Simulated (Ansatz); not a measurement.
Density of states of InAs (F-43m) above the conduction band minimum, HSE06, rigid bands in Ansatz (a program for electronic structure); cell volume 56.4 Å³.

(energy from edge (eV), 10⁻³ states/eV/cell): (0.006, 0.12); (0.031, 0.30); (0.056, 0.46); (0.081, 0.61); (0.106, 0.77); (0.131, 0.98); (0.156, 1.18); (0.181, 1.38); (0.206, 1.61); (0.231, 1.84); (0.256, 2.11); (0.281, 2.38); (0.319, 2.84); (0.344, 3.15); (0.369, 3.51); (0.394, 3.84); (0.419, 4.25); (0.444, 4.67); (0.469, 5.16); (0.494, 5.51); (0.519, 6.04); (0.544, 6.56); (0.569, 7.09); (0.594, 7.60)

Q: What effective density of states at 300 K does this give (∫ g(E) exp(−E/k_BT) dE, both spins, divided by the cell's size)?

A: 1.2e17 cm⁻³, a density-of-states mass of 0.028 mₑ, valleys and band degeneracy included.

Spin-orbit coupling is left out. Geometry: cell and atoms relaxed with PBEsol.
